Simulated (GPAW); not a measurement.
Input and output of a self-consistent single point for TePdSe (P3m1, 3 atoms in the cell) (GPAW)

Method: PBEsol, GPAW PAW datasets PBEsol (made by gpaw-setup) (plane waves; GPAW).

This input was run:

```python
from ase import Atoms
from ase.units import GPa
from gpaw import GPAW

atoms = Atoms(['Te', 'Pd', 'Se'],
              cell=[[3.927440, 0.000000, 0.000000],
                    [-1.963720, 3.401263, 0.000000],
                    [0.000000, 0.000000, 5.028890]],
              positions=[[0.000000, 0.000000, 3.673856],
                         [-0.000002, 2.267510, 0.044807],
                         [1.963722, 1.133753, 1.310227]],
              pbc=True)

calc = GPAW(mode={'name': 'pw', 'ecut': 600},
            xc='PBEsol',
            kpts={'size': (10, 10, 7), 'gamma': True},
            occupations={'name': 'methfessel-paxton', 'width': 0.1, 'order': 0},
            nbands=-9,
            symmetry={'symmorphic': False, 'tolerance': 0.0005},
            maxiter=100)

atoms.calc = calc

energy = atoms.get_potential_energy()
print('Energy (eV):', round(energy, 6))
forces = atoms.get_forces()
print('Forces (eV/Ang):')
print(forces.round(5))
stress = atoms.get_stress()
print('Stress (GPa, Voigt):', (stress / GPa).round(4))
```

The program printed (abridged):

```
Input parameters:
  kpts: {gamma: True,
         size: (10, 10, 7)}
  maxiter: 100
  mode: {ecut: 600,
         name: pw}
  nbands: -9
  occupations: {name: methfessel-paxton,
                order: 0,
                width: 0.1}
  symmetry: {symmorphic: False,
             tolerance: 0.0005}
  xc: PBEsol

species:
  Te:
    name: Tellurium
    Z: 52.0
    valence: 6
    core: 46
    charge: 0.0
    file: Te.PBEsol.gz

    # Using partial waves for Te as LCAO basis

  Pd:
    name: Palladium
    Z: 46.0
    valence: 16
    core: 30
    charge: 0.0
    file: Pd.PBEsol.gz

    # Using partial waves for Pd as LCAO basis

  Se:
    name: Selenium
    Z: 34.0
    valence: 6
    core: 28
    charge: 0.0
    file: Se.PBEsol.gz

    # Using partial waves for Se as LCAO basis

Reference energy: -387930.840369  # eV

Spin-paired calculation

Convergence criteria:
 Maximum [total energy] change in last 3 cyles: 0.0005 eV / valence electron
 Maximum integral of absolute [dens]ity change: 0.0001 electrons / valence electron
 Maximum integral of absolute [eigenst]ate change: 4e-08 eV^2 / valence electron
 Maximum number of scf [iter]ations: 100

Symmetries present (total): 6
Symmetries with fractional translations: 0
700 k-points: 10 x 10 x 7 Monkhorst-Pack grid + [1/20,1/20,0.000000]
80 k-points in the irreducible part of the Brillouin zone
       k-points in crystal coordinates                weights
   0:     0.00000000    0.00000000    0.00000000          1/700
   1:     0.00000000    0.00000000    0.14285714          2/700
   2:     0.00000000    0.00000000    0.28571429          2/700
   [... 7 lines left out ...]
          ...
  79:     0.50000000    0.50000000    0.42857143          6/700

Wave functions: Plane wave expansion
  Cutoff energy: 600.000 eV
  Number of coefficients (min, max): 2216, 2262
  Pulay-stress correction: 0.000000 eV/Ang^3 (de/decut=0.000000)

Occupation numbers: Methfessel-Paxton:
  width: 0.1000  # eV
  order: 0

Eigensolver

Densities:
  Coarse grid: 24*24*30 grid
  Fine grid: 48*48*60 grid
  Total Charge: 0.000000

Density mixing:
  Method: separate
  Backend: pulay
  Linear mixing parameter: 0.05
  old densities: 5
  Damping of long wavelength oscillations: 50

Hamiltonian:
  XC and Coulomb potentials evaluated on a 48*48*60 grid
  External potential:
    NoExternalPotential

XC parameters: PBEsol with 2 nearest neighbor stencil

Number of atoms: 3
Number of atomic orbitals: 20
Number of bands in calculation: 23
Number of valence electrons: 28
Bands to converge: occupied

Density initialized from atomic densities
  20 bands from LCAO basis set
  3 bands from random numbers

Atomic positions and initial magnetic moments

Positions:
   0 Te     0.000000    0.000000    3.673856    ( 0.0000,  0.0000,  0.0000)
   1 Pd    -0.000002    2.267510    0.044807    ( 0.0000,  0.0000,  0.0000)
   2 Se     1.963722    1.133753    1.310227    ( 0.0000,  0.0000,  0.0000)

Unit cell:
           periodic     x           y           z      points  spacing
  1. axis:    yes    3.927440    0.000000    0.000000    24     0.1417
  2. axis:    yes   -1.963720    3.401263    0.000000    24     0.1417
  3. axis:    yes    0.000000    0.000000    5.028890    30     0.1676

  Lengths:   3.927440   3.927440   5.028890
  Angles:   90.000000  90.000000 119.999999

Effective grid spacing dv^(1/3) = 0.1572

     iter     time        total  log10-change:
                         energy   eigst   dens
iter:   1 --:--:--   -16.749900
iter:   2 --:--:--   -14.846097   -1.55  -1.03
iter:   3 --:--:--   -13.220312   -0.86  -1.16
iter:   4 --:--:--   -13.173358   -2.23  -1.43
iter:   5 --:--:--   -13.098776   -2.26  -1.53
iter:   6 --:--:--   -13.091893   -2.26  -1.79
iter:   7 --:--:--   -13.087354c  -3.06  -2.04
iter:   8 --:--:--   -13.073260   -3.40  -2.32
iter:   9 --:--:--   -13.068292   -3.37  -2.46
iter:  10 --:--:--   -13.068426c  -4.71  -2.90
iter:  11 --:--:--   -13.068281c  -5.17  -2.95
iter:  12 --:--:--   -13.068090c  -4.92  -3.00
iter:  13 --:--:--   -13.068074c  -5.28  -3.42
iter:  14 --:--:--   -13.068081c  -5.88  -3.60
iter:  15 --:--:--   -13.068079c  -6.70  -3.68
iter:  16 --:--:--   -13.068071c  -6.65  -3.74
iter:  17 --:--:--   -13.068071c  -7.51c -3.99
iter:  18 --:--:--   -13.068070c  -7.21  -4.04c
iter:  19 --:--:--   -13.068070c  -8.04c -4.16c

Converged after 19 iterations.

Dipole moment: (0.157940, -0.091186, -0.850997) |e|*Ang

Energy contributions relative to reference atoms: (reference = -387930.840369)

Kinetic:         -1.156657
Potential:       -4.287904
External:        +0.000000
XC:              -7.572890
Entropy (-ST):   -0.008478
Local:           -0.046379
SIC:             +0.000000
--------------------------
Free energy:    -13.072309
Extrapolated:   -13.068070

Showing only first 2 kpts
 Kpt  Band  Eigenvalues  Occupancy
  0    12      7.14037    1.99997
  0    13      8.39957    0.00000
  0    14      8.39958    0.00000
  0    15      8.95446    0.00000

  1    12      6.96028    2.00000
  1    13      8.42076    0.00000
  1    14      8.63386    0.00000
  1    15      8.63387    0.00000

Fermi level: 7.43658

No gap
No difference between direct/indirect transitions
Energy (eV): -13.06807

Forces in eV/Ang:
  0 Te   -0.00000    0.00000    0.06643
  1 Pd    0.00000    0.00000    0.02087
  2 Se   -0.00000    0.00000   -0.08403

Stress tensor:
     0.019306     0.000000     0.000000
     0.000000     0.019306     0.000000
     0.000000     0.000000     0.021413
Stress (GPa, Voigt): [3.0931 3.0931 3.4307 0.     0.     0.    ]
```

The run converged in 19 iterations. GPAW prints stress with tension positive.

The starting cell comes from a database of computed structures (which also holds hypothetical and non-ambient phases and stackings), without a prior relaxation at this level. Spin-orbit coupling is off. Spin polarisation is off. With a pressure of about -3 GPa the cell is away from its equilibrium volume at this level.

Cost on one core of a shared machine: roughly 2 min.
